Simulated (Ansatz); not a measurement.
## BN: pressure 0.9 GPa

The reference is BN in the wurtzite structure (space group P6_3mc, No. 186; a = 2.555 Å, c = 4.225 Å).

Modification: cell and atoms relaxed at a pressure of 0.9 GPa.

Computed with PBE (Ansatz, a program for electronic structure; PAW; 420 eV plane waves; without spin-orbit coupling). k-mesh 15×15×8 (Γ-centred); smearing 0.05 eV (Fermi–Dirac).

- Volume per atom = 5.95 Å³ (base 5.97 Å³)
- Density = 3.46 g/cm³ (base 3.45 g/cm³)
- Lattice parameter a = 2.552 Å (base 2.555 Å)
- c/a ratio = 1.654 (base 1.654)
- Band gap = 5.22 eV (base 5.23 eV)
- Gap character = indirect, Γ → K (base indirect, Γ → K)
- Smallest direct gap = 8.25 eV (base 8.23 eV)
- Width of the top valence band = 5.38 eV (base 5.37 eV)
- Electron mass = 0.31 mₑ along c, 0.51 mₑ across (at K) (base 0.31 mₑ along c, 0.51 mₑ across (at K))
- Valence-band top at Γ (three highest levels, from the VBM) = 0.00, 0.00, -0.26 eV (base 0.00, 0.00, -0.26 eV)

Load acts through the strain it causes; cell and atoms are relaxed under it. Masses are band curvatures over ±0.01 Å⁻¹ around the edge. Stability against distortions was not tested.
